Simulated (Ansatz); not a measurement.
**GeS in the GeS type structure (space group Pnma, No. 62; layered, stacked along the Cartesian x axis)**

```
CELL_PARAMETERS angstrom
     10.66092     0.00000     0.00000
      0.00000     3.68123     0.00000
      0.00000     0.00000     4.35573
ATOMIC_POSITIONS crystal
  Ge 0.62456 0.75000 0.63494
  Ge 0.87544 0.25000 0.13494
  Ge 0.37544 0.25000 0.36506
  Ge 0.12456 0.75000 0.86506
  S  0.34932 0.75000 0.99502
  S  0.15068 0.25000 0.49502
  S  0.65068 0.25000 0.00498
  S  0.84932 0.75000 0.50498
```

Calculations: DFT with PBE-D3(BJ), PAW potentials and a 420 eV plane-wave cutoff in Ansatz (a quantum-chemistry and plane-wave program), spin-orbit coupling left out. k-mesh 3×9×8 (Γ-centred); smearing 0.05 eV (Fermi–Dirac).

| Property | Result |
|---|---|
| Volume per atom | 21.37 Å³ |
| Density | 4.07 g/cm³ |
| Band gap | 1.24 eV, indirect, Γ–Z (67 % along) → Γ |
| Total energy | -2599.117 eV/atom (σ→0; compares only within this code and set-up) |

Stability against distortions was not tested. The D3 term's C6 switches between coordination references near this geometry, which can add small steps to energies.
